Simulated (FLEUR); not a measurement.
Worked example: self-consistent single point of Mg2Ge (Fm-3m, 3 atoms in the cell) in FLEUR.

Method of the run: PBEsol, all-electron FLAPW (FLEUR), scalar-relativistic valence in FLEUR.

```yaml
crystal:
  lattice:
    - [0.00000, 3.18430, 3.18430]
    - [3.18430, 0.00000, 3.18430]
    - [3.18430, 3.18430, 0.00000]
  atoms:
    - { symbol: Mg, position: [0.75000, 0.75000, 0.75000] }
    - { symbol: Mg, position: [0.25000, 0.25000, 0.25000] }
    - { symbol: Ge, position: [0.00000, 0.00000, 0.00000] }
```

Reference input (self-consistent single point, DFT, LDA (Perdew-Zunger), all-electron FLAPW (FLEUR), scalar-relativistic valence): Kmax = 4.2 1/bohr; GmaxXC = 12.6 1/bohr; xcFunctional = pz; jspins = 1; l_soc = F; mode = gauss; fermiSmearingEnergy = 0.00183747 Htr; mesh (inpgen div1-3) = 9 9 9; inpgen gamma flag = false; Gmax = 12.6 1/bohr; numbands = 0; maxIterBroyd = 40. This run's input differs from it in these lines:

```diff
@@ -15,3 +15,3 @@
 &comp jspins=1 /
-&exco xctyp='pz' /
+&exco xctyp='PBEs' /
 &kpt div1=9 div2=9 div3=9 /
@@ -28,3 +28,3 @@
       <coreElectrons ctail="T" frcor="F" kcrel="0" coretail_lmax="0"/>
-      <xcFunctional name="pz" relativisticCorrections="F"/>
+      <xcFunctional name="PBEs" relativisticCorrections="F"/>
       <magnetism jspins="1"/>
```

Output, abridged:

```
 Iteration:     1   Distance:       5.29412191 me/bohr^3
 Iteration:     2   Distance:       4.89587674 me/bohr^3
 Iteration:     3   Distance:       2.02888804 me/bohr^3
 Iteration:     4   Distance:       1.11339984 me/bohr^3
 Iteration:     5   Distance:       1.08704546 me/bohr^3
   [... 6 lines left out ...]
 Iteration:    12   Distance:       0.00039644 me/bohr^3
 Iteration:    13   Distance:       0.00001206 me/bohr^3
 Iteration:    14   Distance:       0.00001833 me/bohr^3
 Iteration:    15   Distance:       0.00000052 me/bohr^3
 Run finished successfully
 Stop message:
   Structural relaxation: Done

[file out, last iteration]
             iter=     16
[...]
          total density-effective poten   -3.9596905553E+03
          total charge density-energy d   -1.1025942732E+02
 Updated energy parameters for spin:           1
[...]
 fermi energy and band-weighting factors:
    0.526730    0.526730    0.565890

[...]
FERMIE:
          first approx. to ef    (T=0)  :   0.174595 htr   (energy of the highest occ. eigenvalue)
          number of occ. states  (T=0)  :        595
          first approx. to seigv (T=0)  : -33.868152 htr
          sum of weights of occ. states :  17.000000
          sum of semicore charge        :   0.000000 e
          fermi energy=   0.17789 har   work function=  -4.84072 ev
          number of valence electrons=  34.00000
   [... lines left out ...]
          total moment                 =     0.00000
 Direct bandgap for spin            1 :    3.8184778207603048E-002  Htr
 ---->    free energy=                     -2497.4099544391 htr
   [... lines left out ...]
      extrapolation for T->0
 ---->    total electron energy=           -2497.4099544391 htr
 ***** TOTAL FORCES ON ATOMS *****
 TOTAL FORCE FOR ATOM TYPE=  1  X= -3.009   Y= -3.009   Z= -3.009
                       FX_TOT= 0.000000 FY_TOT= 0.000000 FZ_TOT= 0.000000
 TOTAL FORCE FOR ATOM TYPE=  2  X=  0.000   Y=  0.000   Z=  0.000
                       FX_TOT= 0.000000 FY_TOT= 0.000000 FZ_TOT= 0.000000
 Structural relaxation: Done
```

The run converged in 15 iterations. FLEUR gives forces in its relaxation mode, with a further iteration, so its stop message speaks of a relaxation. Against the reference run the gap on the mesh goes from 0.240 to 0.189 eV.

The starting cell comes from a database of computed structures (which also holds hypothetical and non-ambient phases and stackings), without a prior relaxation at this level. Values depend on the basis (sphere radii, cutoffs, local orbitals), which need not be converged.

Cost on one core of a shared machine: roughly 50 s.
